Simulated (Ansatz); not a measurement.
LiSrH3 (model structure, started from the BaLiH3 type, Pm-3m, No. 221, 5 atoms in the cell), treated with PBE0 (PAW; Ansatz, a quantum-chemistry and plane-wave program).

Numerical settings: plane-wave cutoff 460 eV, 6×6×6 k mesh, Fermi–Dirac smearing 0.01 eV, scalar-relativistic PAW data made under PBE.

Cell (relaxed with PBEsol):

```
LiSrH3
1.0
    3.75239     0.00000     0.00000
    0.00000     3.75239     0.00000
    0.00000     0.00000     3.75239
Sr Li H
1 1 3
Direct
  0.00000   0.00000   0.00000
  0.50000   0.50000   0.50000
  0.50000   0.00000   0.50000
  0.00000   0.50000   0.50000
  0.50000   0.50000   0.00000
```

Question: Give the computed band gap, smallest direct gap on the k points sampled and Γ–Γ gap.

Answer: 
band gap: 3.47 eV (on the SCF k mesh)
smallest direct gap on the k points sampled: 4.62 eV
Γ–Γ gap: 8.77 eV

Note: the relaxation could raise the start's symmetry but not lower it, so the cell can be a saddle point; cell and atoms aren't relaxed at this level (pressure 1.4 GPa).

Spin–orbit coupling is not included.

Computed values are for the static lattice.

A model structure was made by putting elements into a prototype or built by hand; it is no filed structure, need not be a known phase, and can be a saddle point held by its symmetry.
